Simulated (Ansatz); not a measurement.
**What biaxial strain +2.08 %, plane normal [111], relaxed out of plane does to Ir**

Start from Ir in the fcc (Cu type) structure (space group Fm-3m, No. 225; a = 3.8450 Å; relaxed with 0.1 eV smearing). Axes: x, y, z lie along the cube axes.

Perturbation: tensile biaxial strain of 2.08 % in the plane normal to [111], as in epitaxy on a mismatched substrate; the out-of-plane cell vector and the atoms relax.

The values are results of plane-wave PAW DFT at the r2SCAN level (Ansatz, a program for electronic structure, 500 eV), scalar-relativistic without spin-orbit coupling, not measurements. Γ-centred 29×29×29 mesh, Fermi–Dirac width 0.1 eV.

```csv
quantity,base,changed,shift
volume per atom,14.21 Å³,14.65 Å³,+0.44 Å³
energy relative to the base (free energy F),0 meV/atom,+30 meV/atom,+30 meV/atom
"pressure (mean of the normal stresses, compression positive)",0.0 GPa,-10.2 GPa,-10.2 GPa
band gap,zero,zero,–
out-of-plane strain,–,-1.05 %,–
ratio −ε⊥/ε∥,–,0.50,–
```

Final structure (turned so that z lies along the plane normal):

```
Ir
1.0
    2.77538     0.00000     0.00000
    1.38769     2.40355     0.00000
    1.38769    -0.80118     2.19665
Ir
1
Direct
  0.00000   0.00000   0.00000
```

Cost of the whole job for the changed cell (relaxation, final SCF and bands): about 80 core-seconds (a rough figure).

Stability against distortions was not tested. The final runs are not spin-polarised.
